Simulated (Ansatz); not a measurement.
# Point defects in SiC

Base system: a 16-atom supercell of SiC (space group P6_3mc, No. 186; a = 3.078 Å, c = 10.076 Å) at its relaxed geometry.

One neutral defect a cell, atoms relaxed at fixed cell.

The values are results of Kohn–Sham DFT with the r2SCAN functional, run in Ansatz (a first-principles code) with PAW and 500 eV plane waves, without spin-orbit coupling, not measurements.

| variant | pressure | largest displacement of a host atom from its site in the perfect cell |
|---|---|---|
| perfect supercell | 0.0 GPa | – |
| C interstitial (started 1.97 Å from the nearest host atom), symmetric start | 12.5 GPa | 0.57 Å |
| H interstitial (started 1.97 Å from the nearest host atom), symmetric start | 2.7 GPa | 0.05 Å |
| C on a Si site (antisite) | -11.6 GPa | 0.20 Å |
| Pb on a C site, symmetric start | 32.5 GPa | 0.59 Å |
| Re on a Si site | (withheld) | (withheld) |

Problem. Complete the table.

Solution. 
- Re on a Si site, pressure: 8.5 GPa
- Re on a Si site, largest displacement of a host atom from its site in the perfect cell: 0.15 Å

The magnetic state is the one reached from the starting moments; the real material's order can differ, and small cells can't hold many antiferromagnetic ones. In so small a cell the defect repeats every few ångströms: this is an ordered compound, not a dilute defect. A case with no gap was solved on a k-mesh chosen for an insulator, which is coarse for it. Defects with a symmetric start kept the site's symmetry and may sit on a saddle; the others started slightly shaken. Seeded moments were not kept for C interstitial (started 1.97 Å from the nearest host atom), C on a Si site (antisite) and Pb on a C site.
